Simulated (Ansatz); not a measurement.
## Competing hops of interstitial B in silicon with all lengths changed by -1 %, charge state +1

Defect: interstitial B in silicon with all lengths changed by -1 %, charge state +1. Method: PBE, PAW (plane waves to 420 eV; Ansatz, a program for electronic structure).

Settings: 64 host sites, the strained lattice (strain from the relaxed PBE one, atoms relaxed), a 2×2×2 k-point mesh shifted by half a step, smearing 0.01 eV, spin-restricted, no image-charge correction. Energies are static. The charge state is imposed; whether it is stable for some Fermi level was not computed. Sites that were not tried may lie lower.

Barriers: single points on a 3×3×3 k-point mesh shifted by half a step at the bands' geometries.

```
Route                                      Start site over the lowest site run (eV)  Hop (Å)  Forward barrier (eV)  Backward barrier (eV)                 Neighbours at the start  Neighbours at the saddle                        Saddle order  Forward, on the band's own sampling (eV)
-----------------------------------------  ----------------------------------------  -------  --------------------  ---------------------  --------------------------------------  ------------------------  ----------------------------------  ----------------------------------------
a concerted move, in which B travels most                                      0.00     2.30                  1.28                   1.28  Si at 2.05, Si at 2.09, 3 Si at 2.21 Å            2 Si at 1.86 Å  not checked, on a symmetry element                                      1.30
```

Paths come from climbing-image nudged elastic band runs.  A band can be held on a symmetry element, so unchecked saddle points there may be too high. A further band (a concerted move, in which B travels most, 2.36 Å) gave 1.35 eV forward on its own sampling, 1.35 eV above the lowest site run, but at one of its points the charge lies in the host's bands or the defect's levels are part-filled, so it is not taken as a result. A further band (a concerted move, in which B travels most, 1.41 Å) gave 0.19 eV forward on its own sampling, 1.07 eV above the lowest site run, but at one of its points the charge lies in the host's bands or the defect's levels are part-filled, so it is not taken as a result.
